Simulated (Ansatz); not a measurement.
# Point defects in CoPtO2

Start from a 12-atom supercell of CoPtO2 (space group R-3m, No. 166; non-magnetic) at its relaxed geometry.

```
CELL_PARAMETERS angstrom
      1.42684     0.82379     5.96805
     -4.28052     2.47136     0.00000
      0.00000    -4.94272     0.00000
ATOMIC_POSITIONS crystal
  Pt 0.00000 0.33333 0.66667
  Pt 0.00000 0.66667 0.33333
  Pt 0.00000 0.00000 0.00000
  Co 0.50000 0.83333 0.16667
  Co 0.50000 0.16667 0.83333
  Co 0.50000 0.50000 0.50000
  O  0.33705 0.44568 0.77902
  O  0.33705 0.77902 0.44568
  O  0.33705 0.11235 0.11235
  O  0.66295 0.22098 0.55432
  O  0.66295 0.55432 0.22098
  O  0.66295 0.88765 0.88765
```

One neutral defect a cell, atoms relaxed at fixed cell.

Computed with Ansatz (a program for electronic structure) PBE, spin-orbit coupling left out.

| variant | largest displacement of a host atom from its site in the perfect cell | pressure |
|---|---|---|
| perfect supercell | – | 0.0 GPa |
| Pt vacancy | 0.07 Å | -2.8 GPa |
| O on a Co site (antisite) | 0.18 Å | 3.2 GPa |
| Ir on a Co site | 0.08 Å | 15.7 GPa |
| Pt on a O site (antisite) | 0.49 Å | 37.3 GPa |

The cell is small, so the values are those of an ordered compound at a high defect concentration; dilute-limit values will differ. Seeded moments were not kept for the base, Ir on a Co site and Pt on a O site (antisite). No Hubbard U is applied and the magnetic state is the run's own (Co3Pt2O6 magnetic; CoPtO2 not spin-polarised; CoPtO2 non-magnetic; Co2Pt3O7 magnetic; Co2IrPt3O6 without a net moment); small cells can't hold the antiferromagnetic order that many such compounds have, so gaps and moments can be off. Spin-polarised in the final run: Pt vacancy, O on a Co site (antisite), Ir on a Co site and Pt on a O site (antisite); the other runs are not. An odd electron count without spin: CoPtO2.
